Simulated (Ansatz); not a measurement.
The parent structure is InP in the zinc blende structure (space group F-43m, No. 216).

```yaml
crystal:
  lattice:
    - [0.00000, 2.95351, 2.95351]
    - [2.95351, 0.00000, 2.95351]
    - [2.95351, 2.95351, 0.00000]
  atoms:
    - { symbol: P, position: [0.75000, 0.75000, 0.75000] }
    - { symbol: In, position: [0.00000, 0.00000, 0.00000] }
```

Cartesian axes are those of the cell as printed.

Levels (all Ansatz, a first-principles code, PAW): r2SCAN (500 eV, scalar-relativistic without spin-orbit coupling); HSE06 (420 eV, no SOC).

Its gap is 1.03 eV with r2SCAN and 1.36 eV with HSE06.

It is then changed as follows: strain tensor (xx, yy, zz, yz, xz, xy) = (+0.67, −1.77, +0.16, −1.06, +1.58, −0.78) %; the atoms relax in the strained cell.

With r2SCAN the gap becomes 0.94 eV.

Problem. If the HSE06 correction stayed the same, what would the HSE06 gap be, and what does the HSE06 run give?

Solution. A rigid correction of +0.33 eV gives 1.27 eV. The HSE06 run gives 1.27 eV, so the two effects roughly add.

Single points use the geometry relaxed with r2SCAN. Stability against distortions was not tested.
